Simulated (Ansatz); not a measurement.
Start from AlN in the zinc blende structure (space group F-43m, No. 216).

```xyz
2
Lattice="0.0000 2.1711 2.1711 2.1711 0.0000 2.1711 2.1711 2.1711 0.0000" Properties=species:S:1:pos:R:3 pbc="T T T"
Al     0.0000     0.0000     0.0000
N      1.0856     1.0856     1.0856
```

Cartesian axes are those of the cell as printed.

Method: Kohn–Sham DFT with the LDA functional, run in Ansatz (a first-principles code) with PAW and 420 eV plane waves, no spin-orbit coupling.

For the base:

| Item | Value |
|---|---|
| Band gap | 3.25 eV |
| Electron mass | 0.52 mₑ along k, 0.32 mₑ across (at X) |

One thing is altered: tensile biaxial strain of 0.83 % in the plane normal to [111], as in epitaxy on a mismatched substrate; the out-of-plane cell vector and the atoms relax.

Task: What happens to the in-plane stress?

Result: The mean in-plane stress (compression positive) is -4.1 GPa.

Task: Estimate the effect on the band gap.

Result: The band gap shrinks by 0.07 eV (3.25 eV → 3.18 eV).

Task: What happens to the ratio −ε⊥/ε∥?

Result: The ratio −ε⊥/ε∥ amounts to 0.37.

Task: How does this affect the electron mass?

Result: The electron mass changes from 0.52 mₑ along k, 0.32 mₑ across (at X) to 0.53 mₑ along k, 0.32 mₑ across (at X).

Effective masses come from finite differences of ±0.01 Å⁻¹. Along k means along the line from Γ to the band edge. Stability against distortions was not tested. This is not the structure that AlN has at room temperature and ambient pressure.
